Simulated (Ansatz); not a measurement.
The starting structures come from a database of crystals and need not be the phases stable at ambient conditions.

Data:

```yaml
crystal:
  lattice:
    - [3.84172, 0.00000, 0.00000]
    - [-1.92086, 3.32703, 0.00000]
    - [0.00000, 0.00000, 6.33293]
  atoms:
    - { symbol: Ga, position: [0.66667, 0.33333, 0.50005] }
    - { symbol: Ga, position: [0.33333, 0.66667, 0.00005] }
    - { symbol: P, position: [0.66667, 0.33333, 0.87395] }
    - { symbol: P, position: [0.33333, 0.66667, 0.37395] }
```

Space group of this cell: P6_3mc, wurtzite. The cell is taken as given.

The numbers are results of r2SCAN (plane waves, PAW; Ansatz, a program for electronic structure), not measurements.

The current runs along the normal of the first two printed vectors; no spin-orbit coupling. Scaled by the factor s: all lengths (ions clamped). Meshes 12×12×6 and 12×12 across the current in all rows.

```csv
s,mean pressure (GPa),slowest mid-gap decay constant κ (1/Å)
0.98,6.1,?
1.00,0.1,0.122
1.02,-4.5,0.104
```

Problem. Take the slope of the slowest mid-gap decay constant κ against ln s from the two given rows, extrapolate to s = 0.98, and say what the run there gives.

Solution. Slope = (0.104 − 0.122) / ln 1.02 = -0.909 1/Å. The line gives 0.122 + (-0.909) × ln 0.98 = 0.140 1/Å. The run gives 0.134 1/Å, 0.006 1/Å under the line, 35 % of the predicted step.
